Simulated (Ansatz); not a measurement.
Start from NaI in the rock salt structure (space group Fm-3m, No. 225; a = 6.4601 Å).

Computed with r2SCAN in Ansatz (plane waves to 500 eV, PAW, no spin-orbit coupling).

For the base:

- Valley order = Γ 4.45 eV; X along ⟨100⟩ 5.22 eV; L along ⟨111⟩ 5.70 eV
- Width of the top valence band = 0.94 eV
- Lattice parameter a = 6.460 Å

Now apply this change: hydrostatic tension (pressure −2 GPa).

### Question
What does the calculation give for the valley order, width of the top valence band and lattice parameter a after the change?

### Answer
The valley order (the lowest conduction-band minima on the path, energy above the VBM, named in the base's zone) becomes Γ 3.98 eV; X along ⟨100⟩ 5.07 eV (base: Γ 4.45 eV; X along ⟨100⟩ 5.22 eV; L along ⟨111⟩ 5.70 eV); the width of the top valence band decreases by 0.27 eV to 0.67 eV; the lattice parameter a increases by 0.392 Å, from 6.460 Å to 6.852 Å.

Spin-orbit coupling, missing from the scalar runs, can matter with I. The levels and masses belong to the bands next to the band gap. Load acts through the strain it causes; cell and atoms are relaxed under it. Whether these cells are dynamically stable was not tested.

Ansatz is a first-principles code.
